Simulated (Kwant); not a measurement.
System: wire with one Gaussian impurity in a GaN two-dimensional gas. Effective mass 0.22 mₑ, grid spacing 3.3 nm, hard walls, nominal width 100 nm (31 grid rows, so walls 105.6 nm apart), one parabolic valley, scattering region 300 nm long along x; energies count from the band bottom; Fermi energy swept from 0.00013674 to 0.0029057 eV. Impurity U exp(−r²/2σ²), U = 0.0024 eV, σ = 4.5 nm, 20 nm off the axis.

Constants are typed, rounded textbook-type inputs, not results; the design itself was drawn at random and stands for no fabricated device.

Kwant, effective-mass tight-binding model on a square grid, one spin, coherent transport at 0 K. Conductance is in e²/h.

Sweep values stay those of the base run.

The effective mass was swept, all else fixed.

```json
[
 {"effective mass (mₑ)": "0.13", "mean G (e²/h) over the sweep": "1.78", "G (e²/h) at E = 1.510 meV": "1.93", "G (e²/h) at E = 0.8115 meV": "0.99", "G (e²/h) at E = 2.208 meV": "1.97"},
 {"effective mass (mₑ)": "0.18", "mean G (e²/h) over the sweep": "2.12", "G (e²/h) at E = 1.510 meV": "1.94", "G (e²/h) at E = 0.8115 meV": "1.62", "G (e²/h) at E = 2.208 meV": "2.97"},
 {"effective mass (mₑ)": "0.22", "mean G (e²/h) over the sweep": "2.44", "G (e²/h) at E = 1.510 meV": "2.93", "G (e²/h) at E = 0.8115 meV": "1.78", "G (e²/h) at E = 2.208 meV": "2.98"},
 {"effective mass (mₑ)": "0.29", "mean G (e²/h) over the sweep": "2.82", "G (e²/h) at E = 1.510 meV": "2.95", "G (e²/h) at E = 0.8115 meV": "1.82", "G (e²/h) at E = 2.208 meV": "3.91"}
]
```

From the first row to the last the mean G over the sweep goes from 1.78 to 2.82. From the first row to the last the G at E = 1.510 meV goes from 1.93 to 2.95.
